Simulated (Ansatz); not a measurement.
This Ansatz (a program for electronic structure) input is the reference run, ZrSe$_{2}$ in the CdI2 type structure (space group P-3m1, No. 164; layered, stacked along the Cartesian z axis), computed with PBE-D3(BJ) (Ansatz; PAW; 420 eV plane waves; no spin-orbit coupling):

Ansatz 0.2 input:
```yaml
crystal:
  lattice:
    - [3.7350819408, 0, 0]
    - [-1.8675409704, 3.2346758459, 0]
    - [0, 0, 6.0315369616]
  atoms:
    - { symbol: Zr, position: [0, 0, 0] }
    - { symbol: Se, position: [0.3333333333, 0.6666666667, 0.26506759] }
    - { symbol: Se, position: [0.6666666667, 0.3333333333, 0.73493241] }
basis: { ecutwfc: 420, ecutrho_ratio: 4, xc_grid: 2, fft_grid_basis: typed }
kpoints: { mp_grid: { grid: [14, 14, 8] } }
hamiltonian:
  xc: pbe
  dispersion: d3bj
  pseudopotentials: { kind: paw }
scf: { occupations: { method: fermi_dirac, width: 0.05 }, convergence: { dr2_threshold: 0.0000000003 } }
output: { forces: true, stress: true }
checkpoint: { write: state.ck, write_every: 1000 }
```

Question: Write the input for this change: tensile biaxial strain of 3.42 % in the plane normal to [001], as in epitaxy on a mismatched substrate; the out-of-plane cell vector and the atoms relax.

Answer: 
Ansatz 0.2 input:
```yaml
crystal:
  lattice:
    - [3.8628217431, 0, 0]
    - [1.9314108716, 3.3453017599, 0]
    - [0, 0, 5.9283976796]
  atoms:
    - { symbol: Zr, position: [0, 0, 0] }
    - { symbol: Se, position: [0.3333333333, 0.3333333333, 0.26506759] }
    - { symbol: Se, position: [0.6666666667, 0.6666666667, 0.73493241] }
basis: { ecutwfc: 420, ecutrho_ratio: 4, xc_grid: 2, fft_grid_basis: typed }
kpoints: { mp_grid: { grid: [14, 14, 8] } }
hamiltonian:
  xc: pbe
  dispersion: d3bj
  pseudopotentials: { kind: paw }
scf: { occupations: { method: fermi_dirac, width: 0.05 } }
relax: { f_tol: 0.005, max_steps: 50, cell: { stress_tol: 0.01, fix: [a, b, gamma] } }
output: { forces: true, stress: true }
checkpoint: { write: state.ck, write_every: 1000 }
```
This is the input that was run; other choices of cell and start would serve too.

No phonon test of stability was made. All final runs are without spin polarisation.
